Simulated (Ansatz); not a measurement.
Consider InP in the zinc blende structure (space group F-43m, No. 216; a = 5.960 Å).

(Cell as relaxed with PBE.)

Levels (all Ansatz, a quantum-chemistry and plane-wave program, PAW): PBE (420 eV, scalar-relativistic without spin-orbit coupling); r2SCAN (500 eV, no spin-orbit coupling).

Each level relaxes its own structure.

| base | PBE | r2SCAN |
|---|---|---|
| volume per atom | 26.46 Å³ | 25.76 Å³ |
| lattice parameter a | 5.960 Å | 5.907 Å |
| band gap | 0.44 eV | 1.03 eV |

It is then changed as follows: cell and atoms relaxed at a pressure of 15 GPa.

```csv
quantity,PBE,r2SCAN
lattice parameter a,5.631 Å,5.609 Å
"hole mass (degenerate bands, along [100])","0.098, 0.37, 0.37 mₑ (at Γ)","0.12, 0.36, 0.36 mₑ (at Γ)"
band gap,1.36 eV,1.76 eV
shift of the gap caused by the change,+0.92 eV,+0.73 eV
```

PBE's lattice parameter a lies 0.022 Å above r2SCAN's (0.4 %); PBE's band gap lies 0.40 eV below r2SCAN's; PBE's shift of the gap caused by the change lies 0.19 eV above r2SCAN's. Neither level is exact; r2SCAN is the comparison here, not a measurement.

Load acts through the strain it causes; cell and atoms are relaxed under it. Effective masses come from finite differences of ±0.01 Å⁻¹. No phonon test of stability was made. Measured, InP leaves this structure (for rock salt) near 9.8 GPa (temperature not stated; as listed in Datta, Sujoy, Jana, Debnarayan, arXiv (2020)).
